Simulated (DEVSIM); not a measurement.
System: abrupt CdTe n-p junction, at 300 K.

| layer (left to right) | material | thickness (μm) | Nd (cm⁻³) | Na (cm⁻³) | τn (s) | τp (s) |
|---|---|---|---|---|---|---|
| 1 | CdTe | 29.0 | 2.3e15 | - | 5.7e-10 | 5.7e-10 |
| 2 | CdTe | 9.10 | - | 6.7e17 | 5.7e-10 | 5.7e-10 |

Left contact: ohmic. Right contact: ohmic. Voltage is applied to the left contact. Recombination: SRH at mid-gap, radiative. Mobility is μmin + (μ − μmin)/(1 + (N/Nref)^α).

The device is made up for the run: typed textbook-type constants, with dimensions and the other settings drawn at random. Values at 300 K; Nc and Nv go as T^1.5, mobilities as T to minus their exponent, the gap by Varshni's rule with the affinity fixed.

| parameter | CdTe |
|---|---|
| gap (eV) | 1.5 |
| affinity (eV) | 4.28 |
| permittivity | 10.2 |
| Nc (cm⁻³) | 8e17 |
| Nv (cm⁻³) | 1.8e19 |
| μn (cm²/Vs) | 1000 |
| μp (cm²/Vs) | 80 |
| μn,min | 100 |
| μp,min | 10 |
| Nref,n | 1e17 |
| Nref,p | 1e17 |
| αn | 0.6 |
| αp | 0.6 |
| T exponent of μn | 1.7 |
| T exponent of μp | 1.5 |
| B (cm³/s) | 1e-10 |
| Varshni α (eV/K) | 0.00031 |
| Varshni β (K) | 108 |

DEVSIM, 1D drift-diffusion, Boltzmann statistics, complete ionisation; no tunnelling, impact ionisation, image-force lowering or self-heating.

The temperature was swept, all else fixed.

```
temperature (K)  dark forward voltage at 1 A/cm² (V)  largest field in the device at zero bias (V/cm)  potential step across the device at zero bias (V)
---------------  -----------------------------------  -----------------------------------------------  -------------------------------------------------
250                                            1.130                                            51000                                              1.329
300                                            1.025                                            54000                                              1.264
350                                            0.917                                            57000                                              1.196
400                                            0.807                                            60000                                              1.126
450                                              [?]                                            63000                                              1.054
500                                            0.582                                            65000                                              0.981
```

Problem. What belongs in the gaps?

Solution. 
- 450, dark forward voltage at 1 A/cm² (V): 0.695
